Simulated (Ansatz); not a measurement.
## bcc W (1 1 0) on ceria (1 1 0) (film strained to the substrate, faces as cut)

A periodic stack without vacuum, bcc W (1 1 0) on ceria (1 1 0) (film strained to the substrate, faces as cut): substrate slab Ce16O32, film W24, surface cells [[0, 2], [-1, 0]] and [[-4, -1], [-2, -2]], film strained by -0.9 and -0.9 %, faces CeO/CeO and W/W as cut (like faces can put a slab off its formula).

The start was prepared with a machine-learned potential, and the result is one local minimum, with the in-plane cell held and forces under 0.04 eV/Å; the film can end far from its bulk form.

Computed with PBE (plane waves to 420 eV, PAW; Ansatz, a first-principles code). Scalar-relativistic, without spin–orbit coupling; the runs are not spin-polarised; cerium has no Hubbard term. Its k-point mesh 4×5×1, Fermi–Dirac width 0.05 eV.

| Property | Value |
|---|---|
| interface area | 42.2 Å² |
| period | 25.50 Å |
| gaps between the outermost planes at the two interfaces | 1.85 and 1.85 Å |
| Ce–W contacts across the interfaces within 1.22 times the sum of covalent radii | 24, mean 3.58 Å |
| O–W contacts across the interfaces within 1.22 times the sum of covalent radii | 8, mean 2.00 Å |

```yaml
crystal:
  lattice:
    - [7.72810, -0.00105, 0.00112]
    - [0.00048, 5.46092, -0.20318]
    - [3.22462, 1.71912, 25.45449]
  atoms:
    - { symbol: Ce, position: [0.57263, 0.86660, 0.12648] }
    - { symbol: Ce, position: [0.07183, 0.86887, 0.12713] }
    - { symbol: Ce, position: [0.84921, 0.37635, 0.04729] }
    - { symbol: Ce, position: [0.35140, 0.37889, 0.05841] }
    - { symbol: Ce, position: [0.00740, 0.84732, 0.27793] }
    - { symbol: Ce, position: [0.51117, 0.84726, 0.27756] }
    - { symbol: Ce, position: [0.29025, 0.35695, 0.20406] }
    - { symbol: Ce, position: [0.79069, 0.35766, 0.20186] }
    - { symbol: Ce, position: [0.44668, 0.82737, 0.42731] }
    - { symbol: Ce, position: [0.94624, 0.82666, 0.42950] }
    - { symbol: Ce, position: [0.72953, 0.33700, 0.35343] }
    - { symbol: Ce, position: [0.22576, 0.33706, 0.35380] }
    - { symbol: Ce, position: [0.88772, 0.80797, 0.58408] }
    - { symbol: Ce, position: [0.38553, 0.80543, 0.57295] }
    - { symbol: Ce, position: [0.16430, 0.31771, 0.50488] }
    - { symbol: Ce, position: [0.66511, 0.31545, 0.50424] }
    - { symbol: O, position: [0.82918, 0.61835, 0.11602] }
    - { symbol: O, position: [0.32259, 0.62117, 0.12671] }
    - { symbol: O, position: [0.15565, 0.69286, 0.03268] }
    - { symbol: O, position: [0.59341, 0.59716, 0.03198] }
    - { symbol: O, position: [0.12600, 0.19275, 0.03125] }
    - { symbol: O, position: [0.58310, 0.09926, 0.03257] }
    - { symbol: O, position: [0.82354, 0.11933, 0.11659] }
    - { symbol: O, position: [0.32227, 0.11240, 0.12586] }
    - { symbol: O, position: [0.26035, 0.59659, 0.27670] }
    - { symbol: O, position: [0.75895, 0.59566, 0.27741] }
    - { symbol: O, position: [0.54855, 0.60890, 0.19906] }
    - { symbol: O, position: [0.03623, 0.61128, 0.19924] }
    - { symbol: O, position: [0.54662, 0.10509, 0.19909] }
    - { symbol: O, position: [0.03682, 0.10778, 0.19916] }
    - { symbol: O, position: [0.25957, 0.09795, 0.27699] }
    - { symbol: O, position: [0.75936, 0.09880, 0.27722] }
    - { symbol: O, position: [0.70071, 0.57304, 0.43212] }
    - { symbol: O, position: [0.18838, 0.57542, 0.43230] }
    - { symbol: O, position: [0.97798, 0.58866, 0.35395] }
    - { symbol: O, position: [0.47658, 0.58773, 0.35466] }
    - { symbol: O, position: [0.97758, 0.08552, 0.35414] }
    - { symbol: O, position: [0.47737, 0.08637, 0.35438] }
    - { symbol: O, position: [0.70012, 0.07654, 0.43220] }
    - { symbol: O, position: [0.19031, 0.07922, 0.43227] }
    - { symbol: O, position: [0.14352, 0.58716, 0.59939] }
    - { symbol: O, position: [0.58129, 0.49146, 0.59868] }
    - { symbol: O, position: [0.41434, 0.56315, 0.50465] }
    - { symbol: O, position: [0.90775, 0.56597, 0.51534] }
    - { symbol: O, position: [0.41466, 0.07192, 0.50550] }
    - { symbol: O, position: [0.91339, 0.06499, 0.51477] }
    - { symbol: O, position: [0.15384, 0.08506, 0.59879] }
    - { symbol: O, position: [0.61093, 0.99157, 0.60011] }
    - { symbol: W, position: [0.16390, 0.09861, 0.67426] }
    - { symbol: W, position: [0.83450, 0.27531, 0.68988] }
    - { symbol: W, position: [0.16402, 0.59240, 0.67835] }
    - { symbol: W, position: [0.83287, 0.77332, 0.69351] }
    - { symbol: W, position: [0.51661, 0.96254, 0.67933] }
    - { symbol: W, position: [0.51932, 0.45886, 0.67247] }
    - { symbol: W, position: [0.97283, 0.42404, 0.77152] }
    - { symbol: W, position: [0.63002, 0.59971, 0.77350] }
    - { symbol: W, position: [0.97393, 0.92862, 0.77236] }
    - { symbol: W, position: [0.63039, 0.10442, 0.77255] }
    - { symbol: W, position: [0.30499, 0.26519, 0.76883] }
    - { symbol: W, position: [0.30577, 0.76381, 0.76798] }
    - { symbol: W, position: [0.76410, 0.76028, 0.85984] }
    - { symbol: W, position: [0.43194, 0.91913, 0.86254] }
    - { symbol: W, position: [0.76300, 0.25569, 0.85900] }
    - { symbol: W, position: [0.43116, 0.42051, 0.86338] }
    - { symbol: W, position: [0.10691, 0.58461, 0.85786] }
    - { symbol: W, position: [0.10654, 0.07990, 0.85881] }
    - { symbol: W, position: [0.57303, 0.08571, 0.95711] }
    - { symbol: W, position: [0.22032, 0.22178, 0.95204] }
    - { symbol: W, position: [0.57291, 0.59192, 0.95301] }
    - { symbol: W, position: [0.21761, 0.72546, 0.95889] }
    - { symbol: W, position: [0.90244, 0.90901, 0.94148] }
    - { symbol: W, position: [0.90406, 0.41100, 0.93785] }
```
